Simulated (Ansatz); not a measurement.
Take MgO in the rock salt structure (space group Fm-3m, No. 225; a = 4.204 Å) as the base. Axes: x, y, z lie along the cube axes.

The values are results of Ansatz (a quantum-chemistry and plane-wave program), r2SCAN, PAW, cutoff 500 eV, spin-orbit coupling left out, not measurements.

Modification: biaxial strain +1.00 %, plane normal [001], relaxed out of plane (Cartesian); in-plane vectors clamped, the third vector and the atoms free.

What does the calculation give for the out-of-plane strain after the change?

The out-of-plane strain is -0.59 %.

No phonon test of stability was made.
